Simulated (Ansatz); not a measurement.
For PtTe₂ (R-3m), LDA, DFPT electron-phonon coupling, linearised Boltzmann equation (Ansatz, a first-principles code) gives a transport coupling λ_tr = 0.314 and a Drude plasma energy ħω_p = 3.60 eV along y (a = (1.97, 1.14, 5.72) Å; b = (-1.97, 1.14, 5.72) Å; c = (0.00, -2.27, 5.72) Å).

### Question
Estimate the resistivity at 300 K from the high-temperature formula ρ = 2π λ_tr k_B T / (ħ ε₀ ω_p²), and say how the full Boltzmann solution compares.

### Answer
The scattering rate is 1/τ = 2π λ_tr k_B T/ħ = 7.75e13 s⁻¹ and ω_p = 5.47e15 s⁻¹, so ρ ≈ 29.3 μΩ·cm. The Boltzmann solution gives 28.2 μΩ·cm, 0.96 times the estimate.

A metal at this level (no band gap). Only scattering by harmonic phonons is included (no impurities, grain boundaries, electron-electron scattering or thermal expansion). Spin-orbit coupling is left out, which matters with elements this heavy. Halving the electron mesh (24x24x24) moves the resistivity by up to 5 % at 300 K, the coupling by up to 2 %. Smearing 0.20 eV; phonons on a 4x4x4 q mesh, which this run doesn't test.

Computed structure with no diffraction record at hand here (it may be known, metastable or hypothetical): PtTe2 (R-3m).
